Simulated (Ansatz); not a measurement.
An Ansatz (an electronic-structure program) run: SiO2 with a change (biaxial strain +1.06 %, plane normal [001], relaxed out of plane); r2SCAN, PAW, 500 eV (Ansatz; scalar-relativistic without spin-orbit coupling), earlier PAW set.

Input:

Ansatz 0.2 input:
```yaml
crystal:
  lattice:
    - [4.2291115707, 0, 0]
    - [0, 4.2291115707, 0]
    - [0, 0, 2.6543029828]
  atoms:
    - { symbol: Si, position: [0.5, 0.5, 0.5] }
    - { symbol: Si, position: [0, 0, 0] }
    - { symbol: O, position: [0.8061013451, 0.8061013451, 0.5] }
    - { symbol: O, position: [0.3061013451, 0.6938986549, 0] }
    - { symbol: O, position: [0.6938986549, 0.3061013451, 0] }
    - { symbol: O, position: [0.1938986549, 0.1938986549, 0.5] }
basis: { ecutwfc: 500, ecutrho_ratio: 4, xc_grid: 4, fft_grid_basis: typed }
kpoints: { mp_grid: { grid: [8, 8, 12] } }
hamiltonian:
  xc: r2scan
  dispersion: none
  pseudopotentials: { azcp: { folder: ./paw }, kind: paw }
scf: { occupations: { method: fermi_dirac, width: 0.05 } }
relax: { f_tol: 0.005, max_steps: 50, cell: { stress_tol: 0.01, fix: [a, b, gamma] } }
output: { forces: true, stress: true }
checkpoint: { write: state.ck, write_every: 1000 }
```

Output (explanatory and most iteration lines left out):

```
Relaxation: its limit of steps is 50 (relax.max_steps)
Pseudopotential: Si, paw, valence charge 4
Pseudopotential: O, paw, valence charge 6
Crystal: 6 atoms, lattice volume = 47.473 Å³
Basis set: ecut = 500 eV, 1185 PW (Γ), exchange–correlation on 128×128×80 points (64 copies of the dense FFT grid, shifted against one another)
Bands: 22, of which v1, the nominal top of the filled ones, is band 16 counted from 1 (15 counted from 0)
Symmetry: 16 space group operations
Space group: P42/mnm (ITA 136), of the structure as read, at distance tolerance 3.6e-5 Å
k-points: 105 of 768
Functional: x = r2scan, c = r2scan; τ floored in thin density (d = 2e-4 eV/Å³)
SCF iter   1: F=—  HF=-3560.401476 eV  |F-HF|=—  |Δ(HF+E_count)|=         —  Δρ=1.44e-1  dr2=8.21e0  dr2_τ=1.08e0  ethr=3.10e-3  ⟨swp⟩=6.1  Hψ=12696  notcnv=0
SCF iter   2: F=—  HF=-3559.164269 eV  |F-HF|=—  |Δ(HF+E_count)|=    1.24e0  Δρ=5.90e-2  dr2=5.08e-1  dr2_τ=2.45e-1  ethr=3.10e-3  ⟨swp⟩=3.7  Hψ=6383  notcnv=0  defer=183
SCF 1 converged in 7 iterations: F = -3559.323396 eV  dr2 = 8.36e-9
relax step   1: F+E_penalty+E_count = -3559.32339593 eV  Δ(F+E_penalty+E_count) = +0.000e0 eV  max|allowed force component| = 1.640e-1 eV/Å  Δτ_max = 0.0000 Å  P = -4.376 GPa  Ω = 47.473 Å³  fix = [a, b, gamma]  reactions: a -6.595, b -6.595 GPa  (7 SCF iters, dr2 threshold 1.00e-7 eV, accepted)
[... steps on the carried basis left out ...]
relax step   4: F+E_penalty+E_count = -3559.32679932 eV  Δ(F+E_penalty+E_count) = +3.515e-6 eV  max|allowed force component| = 2.806e-5 eV/Å  Δτ_max = 0.0002 Å  P = -3.637 GPa  Ω = 47.476 Å³  energy of the carried Pulay correction = -3.103e-6 eV  fix = [a, b, gamma]  reactions: a -5.451, b -5.451 GPa  (3 SCF iters, dr2 threshold 8.69e-8 eV, accepted)
Crystal: 6 atoms, lattice volume = 47.476 Å³
SCF iter   1: F=—  HF=-3559.326805 eV  |F-HF|=—  |Δ(HF+E_count)|=         —  Δρ=1.26e-5  dr2=3.50e-8  dr2_τ=6.82e-9  ethr=9.66e-8  ⟨swp⟩=3.2  Hψ=19713  notcnv=0
SCF iter   2: F=—  HF=-3559.326806 eV  |F-HF|=—  |Δ(HF+E_count)|=   5.07e-7  Δρ=6.13e-6  dr2=5.48e-9  dr2_τ=1.25e-9  ethr=1.09e-10  ⟨swp⟩=2.2  Hψ=3992  notcnv=0
SCF 5 converged in 5 iterations: F = -3559.326806 eV  dr2 = 2.01e-13
SCF converged after 5 iterations
Free energy (F): -3559.326806 eV
Internal energy: -3559.326806 eV  (E = F + TS)
E sigma→0 (E₀):  -3559.326806 eV
Fermi energy:    12.970613 eV
--- Forces (eV/Å), atoms counted from 1 ---
  atom   1  Si    -0.00000000    -0.00000000     0.00000000
  atom   2  Si    -0.00000000     0.00000000     0.00000000
  atom   3  O     -0.00003891    -0.00003891     0.00000000
  atom   4  O     -0.00003891     0.00003891     0.00000000
  atom   5  O      0.00003891    -0.00003891     0.00000000
  atom   6  O      0.00003891     0.00003891     0.00000000
--- Stress (GPa, compression-positive) ---
       -5.454204       0.000000       0.000000
        0.000000      -5.454204       0.000000
        0.000000       0.000000       0.000630
  P = ⅓ Tr σ = -3.6359 GPa (-36.359 kbar)
--- Relaxed structure (4 steps of the walk, 4 accepted, 1 SCFs on fresh bases) ---
  cell:  # Å, volume = 47.4761 Å³
    - [4.2291115707, 0.0, 0.0]
    - [0.0, 4.2291115707, 0.0]
    - [0.0, 0.0, 2.654465786771918]
  atoms:
    - { symbol: Si, position: [0.5, 0.5, 0.5] }
    - { symbol: Si, position: [1.6022900944447763e-20, 1.709109434074429e-20, 0.0] }
    - { symbol: O, position: [0.8073233442199774, 0.8073233442199774, 0.5] }
    - { symbol: O, position: [0.3073233442199776, 0.6926766557800226, 0.0] }
    - { symbol: O, position: [0.6926766557800226, 0.3073233442199776, 0.0] }
    - { symbol: O, position: [0.1926766557800224, 0.1926766557800224, 0.5] }
```

Whether these cells are dynamically stable was not tested. The cell was made from SiO2 in the rutile structure (space group P4_2/mnm, No. 136) by this change: biaxial strain +1.06 %, plane normal [001], relaxed out of plane.
